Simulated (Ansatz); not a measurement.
The starting structures come from a database of crystals and need not be the phases stable at ambient conditions.

Consider the following.

```
TcP3
1.0
    3.11740     0.00000     0.00000
    0.00000    15.36422     0.00000
    0.00000     0.00000     5.13315
Tc P
4 12
Direct
  0.75000   0.65029   0.35108
  0.25000   0.34971   0.64892
  0.25000   0.84971   0.85108
  0.75000   0.15029   0.14892
  0.75000   0.79334   0.52207
  0.25000   0.20666   0.47793
  0.25000   0.70666   0.02207
  0.75000   0.29334   0.97793
  0.75000   0.01247   0.35343
  0.25000   0.98753   0.64657
  0.25000   0.48753   0.85343
  0.75000   0.51247   0.14657
  0.75000   0.38161   0.32067
  0.25000   0.61839   0.67933
  0.25000   0.11839   0.82067
  0.75000   0.88161   0.17933
```

The cell is taken as given; by r2SCAN it stands under a pressure of 0.6 GPa.

Transport runs along the normal of the first two printed cell vectors.

No gap correction and no spin-orbit coupling; mid-gap is the computed energy nearest the middle.

Estimate the band gap and the smallest decay constant κ at mid-gap that r2SCAN run with Ansatz (a program for electronic structure) returns for this system.

Gap 0.52 eV on a 10×2×6 mesh; κ = 0.182 1/Å, at the zone centre.
